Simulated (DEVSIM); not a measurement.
Structure: GaAs p-i-n diode, at 250 K.

```tsv
layer (left to right)	material	thickness (μm)	Nd (cm⁻³)	Na (cm⁻³)	τn (s)	τp (s)
1	GaAs	1.20	-	2.5e17	1.9e-8	1.9e-8
2	GaAs	2.00	3.9e12	-	1.9e-8	1.9e-8
3	GaAs	0.530	1.6e17	-	1.9e-8	1.9e-8
```

Left contact: ohmic. Right contact: ohmic. Voltage is applied to the left contact. Recombination: SRH at mid-gap, radiative. Mobility is μmin + (μ − μmin)/(1 + (N/Nref)^α).

The device is made up for the run: typed textbook-type constants, with dimensions and the other settings drawn at random. Values at 300 K; Nc and Nv go as T^1.5, mobilities as T to minus their exponent, the gap by Varshni's rule with the affinity fixed.

```
parameter             GaAs
----------------  --------
gap (eV)             1.424
affinity (eV)         4.07
permittivity          12.9
Nc (cm⁻³)           4.7e17
Nv (cm⁻³)             9e18
μn (cm²/Vs)           8500
μp (cm²/Vs)            400
μn,min                 500
μp,min                  20
Nref,n                6e16
Nref,p              1.5e17
αn                    0.39
αp                    0.38
T exponent of μn       2.1
T exponent of μp       2.2
B (cm³/s)            2e-10
Varshni α (eV/K)  0.000541
Varshni β (K)          204
```

DEVSIM, 1D drift-diffusion, Boltzmann statistics, complete ionisation; no tunnelling, impact ionisation, image-force lowering or self-heating.

The temperature was swept, all else fixed.

| temperature (K) | dark forward voltage at 1 A/cm² (V) | dark forward voltage at 100 A/cm² (V) | potential step across the device at zero bias (V) |
|---|---|---|---|
| 250 | 1.118 | 1.235 | 1.357 |
| 300 | 1.019 | 1.162 | 1.304 |
| 350 | 0.917 | 1.085 | 1.246 |
| 400 | 0.813 | 1.006 | 1.187 |
| 450 | 0.707 | 0.926 | 1.125 |
| 500 | 0.599 | 0.843 | 1.062 |

From the first row to the last the dark forward voltage at 1 A/cm² goes from 1.118 to 0.599. From the first row to the last the dark forward voltage at 100 A/cm² goes from 1.235 to 0.843.
